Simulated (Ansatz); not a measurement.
# TiB2: energy against strain

TiB2 (AlB2 type, P6/mmm, 8.558 Å³/atom at rest, c along z) under a strain ε along c (axis z), the other axes held. PBE in Ansatz, a plane-wave DFT program (PAW, default set), 420 eV, 22×22×18 Γ-centred mesh, Fermi-Dirac smearing 0.10 eV; ions are relaxed within the symmetry of each cell.

Here s stands for strain and y for E less E0.

| strain (%) | E less E0 (meV/atom) |
|---|---|
| -1.50 | 2.76 |
| -1.00 | 1.21 |
| -0.50 | 0.30 |
| 0.00 | 0.00 |
| 0.50 | 0.31 |
| 1.00 | 1.20 |
| 1.50 | 2.67 |
| 3.00 | ? |

Problem. Using a parabola, estimate the missing y at s = 3.00 from the other rows, showing the fit.

Solution. Least squares gives y = 0.001 - 0.0200·s + 1.2057·s². Residuals (row less fit): 0.016, -0.017, -0.012, -0.001, 0.018, 0.013, -0.014; standard error 0.019 (degrees of freedom: 4). Twice the quadratic coefficient over the volume, 2 × 1.2057 meV × 10⁴ × 0.1602 / 8.558 Å³, is the elastic constant C33 = 451 ± 3 GPa. At the withheld row, y = 0.001 - 0.0200 × 3.0 + 1.2057 × 3.0² = 10.792 meV/atom. The calculation gives 10.36 meV/atom, 0.432 meV/atom below the prediction (4.2 % of the range of y in the table). The row lies outside the fitted rows, so this is an extrapolation. From the scatter of the fitted rows alone, a prediction at this place has a standard error of 0.071 meV/atom, so the miss is 6.1 times that.

One order more, fitted to all 13 runs of the series, follows each within 0.01, so the miss is the next term of a smooth law. In a metal these values are sensitive to mesh and smearing; energies are taken to zero smearing, stresses follow the free energy. Rows are the converged runs of the series near zero and its far end; series whose fitted rows scatter by over a few per cent of the range, as at a crossing or softening among them, aren't shown in this form. Most that stay on the fit to the last digits aren't either.
